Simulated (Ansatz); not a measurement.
**By hand: formation energy of TiTe2 (CdI2 type, P-3m1) from the elements**

Subject: the formation energy of TiTe2 (CdI2 type, P-3m1) from the elements. Reaction: Ti (hcp) + 2 Te (P3₁21) → TiTe2 (CdI2 type). Negative: the products are lower in energy. The value is per atom of the solid.

TiTe2 (CdI2 type, P-3m1), 3 atoms in the cell; metallic (partly filled levels) with PBE; spin state with PBE: run without spin. Conventional cell: a = b = 3.698 Å, c = 6.380 Å, α = β = 90.00°, γ = 120.00°.

Setting: static, neutral cells in Ansatz (PAW) whose structures rest at the PBE+D3(BJ) level. Ansatz (an electronic-structure program) runs with its default PAW set. Other levels take these structures, unless marked own geometry. The lattices are those relaxed with PBE+D3(BJ), so at other levels the solids can be strained, which adds to the spread. A dispersion term (D3(BJ), or D4 for r2SCAN) was computed beside these levels and is taken off wherever the name lacks it. Spin-orbit coupling is left out. The state moves with the level: Te (P3₁21) is free of partly filled levels with r2SCAN+D4 (own geometry) but metallic or partly filled with PBE.

Total energies of the cells in eV, at zero smearing width. They compare only within one column; the weights balance every element.

| cell | atoms | weight | PBE | r2SCAN+D4 (own geometry) |
|---|---|---|---|---|
| TiTe2 (CdI2 type) | 3 | +2 | -16461.61504 | -16496.91490 |
| Ti (hcp) | 2 | −1 | -4999.29879 | -5008.87315 |
| Te (P3₁21) | 3 | −4/3 | -20939.81603 | -20984.93175 |

PBE: 2 × (-16461.61504) − (-4999.29879) − 4/3 × (-20939.81603) = -4.177 eV; dividing by 6 atoms gives -0.70 eV/atom.

r2SCAN+D4 (own geometry): 2 × (-16496.91490) − (-5008.87315) − 4/3 × (-20984.93175) = -5.048 eV; dividing by 6 atoms gives -0.84 eV/atom.

What follows from the PBE value: A formula unit of TiTe2 has 3 atoms, so it forms with -0.6961 × 3 = -2.088 eV, or -201.5 kJ/mol at 96.485 kJ/mol per eV.
